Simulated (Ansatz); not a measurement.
Where the default PAW files enter, the runs use the earlier of Ansatz's two default sets.

Inside the gap of an insulator the Bloch states are evanescent, with a wavenumber k + iκ along the transport direction.

Input:

```xyz
2
Lattice="3.7539 0.0000 0.0000 -1.8770 3.2510 0.0000 1.8770 1.0837 3.0651" Properties=species:S:1:pos:R:3 pbc="T T T"
K      0.0000     0.0000     0.0000
F      0.0000     2.1673     1.5325
```

Space group of this cell: Fm-3m, rock salt. The cell is taken as given.

Transport runs along the normal of the first two printed cell vectors, the (111) plane of the conventional cell.

The gap is the functional's own, uncorrected, and κ follows it; spin-orbit coupling is left out. Mid-gap values are interpolated between the computed energies.

Task: State the band gap and the smallest decay constant κ at mid-gap according to r2SCAN in Ansatz (a first-principles code).

Result: Gap 6.94 eV on a 12×12×12 mesh; κ = 0.576 1/Å, at the zone centre.
